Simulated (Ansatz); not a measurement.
Base system: AgCl in the rock salt structure (space group Fm-3m, No. 225).

```
CELL_PARAMETERS angstrom
      0.00000     2.72374     2.72374
      2.72374     0.00000     2.72374
      2.72374     2.72374     0.00000
ATOMIC_POSITIONS crystal
  Ag 0.00000 0.00000 0.00000
  Cl 0.50000 0.50000 0.50000
```

Cartesian axes are those of the cell as printed.

Method: PBEsol, PAW, 420 eV (Ansatz, a quantum-chemistry and plane-wave program; scalar-relativistic without spin-orbit coupling).

For the base:

| Property | Value |
|---|---|
| Valley order | Γ 0.72 eV; X along ⟨100⟩ 2.13 eV |

Now apply this change: the cell is stretched by 0.50 % along z with no lateral relaxation; the atoms relax in the strained cell.

### Question
What happens to the valley order?

### Answer
The valley order (the lowest conduction-band minima on the path, energy above the VBM, named in the base's zone) goes from Γ 0.72 eV; X along ⟨100⟩ 2.13 eV to Γ 0.71 eV; X along [100] 2.12 eV; X along [001] 2.13 eV.

### Question
What does the calculation give for the stress after the change?

### Answer
The stress (xx, yy, zz, yz, xz, xy; compression positive) comes out as (-0.23, -0.23, -0.37, 0.00, 0.00, 0.00) GPa.

### Question
Estimate the effect on the energy relative to the base.

### Answer
The energy hardly moves.

The levels and masses belong to the bands next to the band gap. Whether these cells are dynamically stable was not tested.
